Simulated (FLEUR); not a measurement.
**Equation of state of hcp Zr (space group 194): energy against volume (FLEUR, PBE)**

```yaml
crystal:
  lattice:
    - [3.17257, 0.00000, 0.00000]
    - [-1.58628, 2.74752, 0.00000]
    - [0.00000, 0.00000, 5.05843]
  atoms:
    - { symbol: Zr, position: [0.66667, 0.33333, 0.75000] }
    - { symbol: Zr, position: [0.33333, 0.66667, 0.25000] }
```

Method of the run: FLEUR with PBE, all-electron FLAPW (FLEUR), scalar-relativistic valence. Settings: Kmax = 4.33 1/bohr; GmaxXC = 17.3 1/bohr; xcFunctional = pbe; jspins = 1; l_soc = F; mode = hist; fermiSmearingEnergy = 0.00183747 Htr; mesh (inpgen div1-3) = 21 21 11; inpgen gamma flag = false; Gmax = 17.3 1/bohr; numbands = 0; maxIterBroyd = 40; imix = Anderson; alpha = 0.05; precondParam = 0; minDistance = 1e-05 me/bohr^3. The cell above is the first row's. The rows scale it uniformly. In all rows fractional positions and the k mesh are held. E is the free energy at the stated smearing, counted from the lowest row.

| V (Å^3/atom) | E (meV/atom) |
|---|---|
| 22.046 | 26.65 |
| 22.526 | 11.10 |
| 23.005 | 2.41 |
| 23.484 | 0.00 |
| 23.963 | 3.32 |
| 24.443 | 11.90 |
| 24.922 | 25.26 |
| 25.401 | 43.01 |
| 25.881 | ? |

Taking the third-order Birch-Murnaghan form, a cubic in V^(-2/3) for E over the 8 complete rows: With u = V^(-2/3) - 0.121, the rows have u = 0.006188, 0.004375, 0.002628, 0.000942, -0.000689, -0.002269, -0.003795, -0.005274. Least squares gives E = 1.237 - 2298.0·u + 1051890·u² - 2710600·u³. Residuals (row less fit): -0.003, 0.010, -0.003, -0.003, -0.001, 0.002, 0.005, -0.003; standard error 0.006 (degrees of freedom: 4). Its minimum lies at u = 0.001097, so V0 = (0.122097)^(-3/2) = 23.44. There d²E/du² = 2086000 and d³E/du³ = -1.626e7, so B0 = (4/9) × 23.44^(-7/3) × 2086000 × 0.160218 = 94.5 GPa (the last factor turns the table's units into GPa), and B0' = 4 + (2/3) × 0.122097 × (-1.626e7)/2086000 = 3.4.

**Question.** Estimate the missing E (V = 25.881); what did the run itself give?

**Answer.** u = -0.006709, so E = 1.237 - 2298.0 × (-0.006709) + 1051890 × (-0.006709)² - 2710600 × (-0.006709)³ = 64.819 meV/atom. The calculation gives 64.76 meV/atom, 0.059 meV/atom below the prediction (0.1 % of the range of E in the table). The row lies outside the fitted rows, so this is an extrapolation. From the scatter of the fitted rows alone, a prediction at this place has a standard error of 0.015 meV/atom, so the miss is 3.8 times that.

Carrying the step between the two nearest rows on in a straight line would have given 60.80, off by 3.96; series whose last step already gives the withheld value aren't shown. The scan was laid around a cell of about the measured size, scaled by a guess for this functional; axis ratios and inner coordinates come from that cell. The runs keep the symmetry of the cell, so they don't test it for distortions. Values depend on the basis (sphere radii, cutoffs, local orbitals), which need not be converged. The shape of the cell and the inner coordinates aren't relaxed, so V0 and B0 belong to this uniform scaling; a relaxed crystal lies no higher in energy and is usually softer. Cutoffs and mesh are single choices, not tested for convergence of this quantity. Series with a scatter that would blur these digits, or in which a gap closes, are not shown. Nor are scans whose minimum lies at an end fitted in this form.

Terms beyond the fitted order, or numerical noise in single rows, can give a miss of this size; the table doesn't tell which.
